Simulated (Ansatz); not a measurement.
For V2O5 (P2₁/m, No. 11, 14 atoms in the cell; start mp-510568), LDA (PAW; Ansatz, a quantum-chemistry and plane-wave program) gives:

| Item | Value |
|---|---|
| volume per atom | 10.81 Å³/atom |
| enthalpy of formation | -2.552 eV/atom |

Question: What does r²SCAN+rVV10 in Ansatz (plane waves, PAW) give for the same quantities?

Answer: 
- equilibrium volume per atom: 11.13 Å³/atom (increases by 3.0 %)
- formation enthalpy: -2.490 eV/atom (moves by +0.062 eV/atom)

Changes are worked out from the printed values.

Unless a cell is named, each level is at its own relaxed cell (LDA 10.81, r²SCAN+rVV10 11.13 Å³/atom).

Caveats: the relaxation could not lower the start's symmetry, so the cell can be a saddle point above a distorted one (LDA, r²SCAN+rVV10). Ansatz's density-functional and Hartree–Fock values are scalar-relativistic unless marked +SOC, with PAW data made under PBE.

A start named mp-… is a Materials Project structure, which need not be a measured phase.
